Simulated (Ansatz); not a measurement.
WSe2 under a change: electrons 1.0×10^22 cm⁻³

Start from WSe₂ (space group P6_3/mmc, No. 194; a = 3.2995 Å, c = 13.1475 Å; layered, stacked along the Cartesian z axis).

It is then changed as follows: 1.24 electrons added to each cell, a density of 1.0×10^22 cm⁻³, with a uniform compensating background at fixed cell and a 300 K Fermi–Dirac width.

Computed with r2SCAN+rVV10/PAW in Ansatz (a first-principles code), scalar-relativistic without spin-orbit coupling, earlier PAW set. k-mesh 16×16×4 (Γ-centred); smearing 0.0259 eV (Fermi–Dirac).

```json
[
 {"quantity": "gap between the host's bands", "base": "1.12 eV", "changed": "1.04 eV", "shift": "-0.086 eV"},
 {"quantity": "gap character", "base": "indirect, Γ → K–Γ (47 % along)", "changed": "indirect, Γ → K–Γ (47 % along)", "shift": "–"},
 {"quantity": "largest internal atomic displacement", "base": "–", "changed": "0.035 Å", "shift": "–"},
 {"quantity": "Fermi level relative to the doped band's edge (positive inside the band; to 0.05 eV)", "base": "–", "changed": "+0.75 eV", "shift": "–"}
]
```

Charged cell with a jellium background: band edges are those of the host's band count, energies are not comparable with the neutral cell, and many-body gap narrowing is missing. With W present, leaving out spin-orbit coupling can change the band edges. Stability against distortions was not tested.
